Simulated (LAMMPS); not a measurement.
Simulation of a free-standing liquid film of Ag with 25 % of Ag sites Au, 2352 atoms, at 1510 K.

All values are model results, not measurements: classical MD, pair style eam, the elements' _u3.eam files (universal-3 set of Foiles, Baskes and Daw) (LAMMPS).

| Item | Value |
|---|---|
| surface tension | 0.309 ± 0.008 N/m |
| excess potential energy of the surface | 0.59 J/m² |
| number density in the middle | 0.0492 Å⁻³ |
| cost | about 4 core-minutes (a rough figure) |

Potential: the _u3.eam files of the LAMMPS distribution; the Cu file's header cites Foiles et al, Phys Rev B, 33, 7983 (1986).

Uncertainties are statistical and leave out the potential's own error.

```csv
z (Å),"number density (Å⁻³), Ag","number density (Å⁻³), Au"
-30.62,0.0000,0.0000
-29.61,0.0003,0.0000
-28.61,0.0019,0.0001
-27.60,0.0068,0.0005
-26.60,0.0173,0.0018
-25.60,0.0297,0.0046
-24.59,0.0366,0.0084
-23.59,0.0389,0.0107
-22.59,0.0365,0.0124
-21.58,0.0359,0.0133
-20.58,0.0363,0.0135
-19.57,0.0355,0.0130
-18.57,0.0367,0.0131
-17.57,0.0368,0.0121
-16.56,0.0362,0.0132
-15.56,0.0354,0.0135
-14.56,0.0367,0.0129
-13.55,0.0355,0.0135
-12.55,0.0367,0.0130
-11.54,0.0371,0.0120
-10.54,0.0364,0.0119
-9.540,0.0380,0.0119
-8.530,0.0372,0.0113
-7.530,0.0379,0.0115
-6.520,0.0377,0.0116
-5.520,0.0370,0.0115
-4.520,0.0373,0.0123
-3.510,0.0368,0.0119
-2.510,0.0381,0.0118
-1.510,0.0363,0.0120
-0.5000,0.0379,0.0123
0.5000,0.0363,0.0124
1.510,0.0367,0.0128
2.510,0.0365,0.0128
3.510,0.0359,0.0133
4.520,0.0364,0.0130
5.520,0.0359,0.0134
6.520,0.0360,0.0132
7.530,0.0370,0.0123
8.530,0.0369,0.0128
9.540,0.0353,0.0133
10.54,0.0365,0.0132
11.54,0.0355,0.0132
12.55,0.0350,0.0143
13.55,0.0350,0.0146
14.56,0.0345,0.0146
15.56,0.0352,0.0141
16.56,0.0354,0.0140
17.57,0.0350,0.0135
18.57,0.0365,0.0126
19.57,0.0366,0.0130
20.58,0.0357,0.0130
21.58,0.0363,0.0132
22.59,0.0375,0.0124
23.59,0.0367,0.0108
24.59,0.0345,0.0065
25.60,0.0244,0.0032
26.60,0.0114,0.0011
27.60,0.0029,0.0002
28.61,0.0004,0.0000
29.61,0.0000,0.0000
```
